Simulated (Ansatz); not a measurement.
Worked sum: energy of one form of TiO2 over another

Subject: the energy of one form of TiO2 over another. The value is E(A) − E(B), in meV per atom.

A: TiO2 (Pbca), 24 atoms in the cell; spin state with PBE: run without spin.
```xyz
24
Lattice="-5.1712 0.0000 0.0000 0.0000 0.0000 -5.5048 0.0000 -9.2582 0.0000" Properties=species:S:1:pos:R:3 pbc="T T T"
Ti    -4.4589    -5.8230    -3.2573
Ti    -0.7123    -3.4351    -2.2474
Ti    -3.2980    -3.4351    -0.5049
Ti    -1.8733    -5.8230    -4.9998
Ti    -1.8733    -8.0642    -2.2474
Ti    -3.2980    -1.1940    -3.2573
Ti    -0.7123    -1.1940    -4.9998
Ti    -4.4589    -8.0642    -0.5049
O     -2.7718    -6.7555    -3.3474
O     -2.3995    -2.5027    -2.1574
O     -4.9851    -2.5027    -0.5950
O     -0.1861    -6.7555    -4.9098
O     -0.1861    -7.1318    -2.1574
O     -4.9851    -2.1264    -3.3474
O     -2.3995    -2.1264    -4.9098
O     -2.7718    -7.1318    -0.5950
O     -0.9464    -9.1643    -0.8161
O     -4.2248    -0.0939    -4.6886
O     -1.6392    -0.0939    -3.5685
O     -3.5320    -9.1643    -1.9363
O     -3.5320    -4.7230    -4.6886
O     -1.6392    -4.5352    -0.8161
O     -4.2248    -4.5352    -1.9363
O     -0.9464    -4.7230    -3.5685
```

B: TiO2 (rutile, P4₂/mnm), 6 atoms in the cell; spin state with PBE: run without spin. Conventional cell: a = b = 4.644 Å, c = 2.964 Å, α = β = γ = 90.00°.

Ansatz (an electronic-structure program) with PAW potentials; structures come from PBE relaxations, nuclei static, no net charge. Ansatz runs with its PAW set soft_1. Other levels take these structures. The lattices are those relaxed with PBE, so at other levels the solids can be strained. Larger cells are relaxed from a start prepared with the learned potential CHGNet, on a coarser mesh till forces fall under 0.03 eV/Å, which some starts already meet. A dispersion term (D3(BJ), or D4 for r2SCAN) was computed beside these levels and is taken off wherever the name lacks it. Space groups of crystals are read within 0.01 Å.

Total energies of the cells in eV, at zero smearing width. They compare only within one column; the weights balance every element.

| cell | atoms | weight | r2SCAN |
|---|---|---|---|
| A: TiO2 (Pbca) | 24 | +1 | -29170.42597 |
| B: TiO2 (rutile) | 6 | −4 | -7292.55066 |

r2SCAN: (-29170.42597) − 4 × (-7292.55066) = -0.223 eV; dividing by 24 atoms gives -9 meV/atom.

What follows from the r2SCAN value: Against the thermal energy at 300 K, k_BT = 25.9 meV, the difference of 9.3 meV per atom is 0.36 k_BT. To turn the order at 1000 K, where k_BT = 86.2 meV, the higher one would need 0.11 k_B per atom more entropy.
